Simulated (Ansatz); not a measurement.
Effective masses and thermopower of GaSe (P6_3/mmc)

```
CELL_PARAMETERS angstrom
      3.70462     0.00000     0.00000
     -1.85231     3.20829     0.00000
      0.00000     0.00000    15.51457
ATOMIC_POSITIONS crystal
  Ga 0.33333 0.66667 0.17226
  Ga 0.66667 0.33333 0.82774
  Ga 0.66667 0.33333 0.67226
  Ga 0.33333 0.66667 0.32774
  Se 0.33333 0.66667 0.59626
  Se 0.66667 0.33333 0.40374
  Se 0.66667 0.33333 0.09626
  Se 0.33333 0.66667 0.90374
```

All values below come from PBEsol+D3BJ, rigid bands (plane waves, PAW, scalar-relativistic; Ansatz, an electronic-structure program). Cell: cell and atoms relaxed with PBEsol+d3bj.

```
Quantity                                                                                                                                                          Result
---------------------------------------------------------------------------------------------------------------------------------------  -------------------------------
band gap                                                                                                                                                         0.83 eV
electron conductivity mass (300 K, dilute)                                                                                               0.31 (x), 0.31 (y), 0.46 (z) mₑ
effective density of states N_c (300 K)                                                                                                                      1.8e19 cm⁻³
density-of-states mass, electrons                                                                                                                                0.80 mₑ
Seebeck coefficient, n-type 1e19 cm⁻³, 300 K                                                                                                                   -273 μV/K
best n-type power factor at 300 K for τ = 10 fs (best axis; densities from 1e16 to 1e21 cm⁻³ tried, whether or not they can be reached)       22 μW/(cm·K²) at 3e20 cm⁻³
```

Rigid bands; masses and Seebeck coefficients take one relaxation time τ for all states and one kind of carrier; polarons and phonon drag are left out. Spin-orbit coupling is left out. Geometry: cell and atoms relaxed with PBEsol+D3(BJ).

PBEsol with a dispersion correction tends to overbind, so the cell can be several per cent short, in bad cases over ten, which usually narrows a gap: GaSe (P6_3/mmc).
